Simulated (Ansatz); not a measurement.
Levels about the gap of amorphous In₂₄O₃₇Ca (62 atoms in a cell of 879 Å³, 6.40 g/cm³; zone centre alone, so wide bands show as single levels with stretches between that a denser mesh fills), at the geometry that PBE relaxed, where it gives -0.2 GPa on a denser mesh. The participation number counts the atoms over which a state spreads; weights are charges in smoothed Voronoi cells. The levels come from a single point, so bond lengths are those of that geometry. Method of the levels: PBE, scalar-relativistic without spin-orbit coupling (Ansatz, an electronic-structure program). Sampling: the zone centre alone; Fermi-Dirac width 0.02 eV; no spin polarisation. At PBE the levels at the filled edge of the gap are localised (band-tail or defect states).

It comes from a melt-quench run on a machine-learned potential (CHGNet), relaxed afterwards by DFT. O atoms were pushed apart under 1.9 Å during the dynamics, to hinder bonds among them. The hot cell started wider than the set density and was brought back towards it in steps. It is the lowest in DFT energy of 2 quenches. It is a model cell: composition and starting density were chosen by hand, and all elements were melted together. No dispersion term was used. Its density started from a set value of 6.40 and ended at 6.40 g/cm³. The simulated quench (nominally 330 K/ps over its main leg) is rapid and tends to freeze in more defects than a deposited or slowly cooled glass has. One small periodic cell is one sample of the glass; other quenches scatter about these values. The volume was held where the preparation left it and the shape relaxed, at a PBE pressure of -0.2 GPa (tension).

| E - E(highest filled), eV | filling | participation number | largest on | weight O | weight In | weight Ca |
|---|---|---|---|---|---|---|
| -0.30 | filled | 17.6 | O, 4 neighbours | 0.93 | 0.07 | 0.00 |
| -0.26 | filled | 16.8 | O, 3 neighbours | 0.94 | 0.06 | 0.00 |
| -0.24 | filled | 14.8 | O, 3 neighbours | 0.93 | 0.06 | 0.00 |
| -0.16 | filled | 16.6 | O, 4 neighbours | 0.94 | 0.06 | 0.00 |
| -0.11 | filled | 15.1 | O, 4 neighbours | 0.94 | 0.06 | 0.00 |
| -0.07 | filled | 15.7 | O, 4 neighbours | 0.94 | 0.06 | 0.00 |
| 0.00 | filled | 7.5 | O, 4 neighbours | 0.94 | 0.06 | 0.00 |
| 0.53 | empty | 59.1 | O, 4 neighbours | 0.57 | 0.42 | 0.01 |
| 3.37 | empty | 29.4 | In, 5 neighbours | 0.61 | 0.38 | 0.00 |
| 3.44 | empty | 37.7 | In, 5 neighbours | 0.62 | 0.37 | 0.00 |
| 3.53 | empty | 38.7 | In, 5 neighbours | 0.61 | 0.38 | 0.01 |
| 3.70 | empty | 40.7 | In, 5 neighbours | 0.62 | 0.37 | 0.01 |
| 3.75 | empty | 34.1 | In, 5 neighbours | 0.60 | 0.39 | 0.01 |
| 3.91 | empty | 35.7 | In, 6 neighbours | 0.61 | 0.38 | 0.01 |

Most localised among these is the filled level at +0.00 eV, on a O atom, which has 4 neighbours (In 2.05 Å, In 2.15 Å, In 2.20 Å, In 2.79 Å).
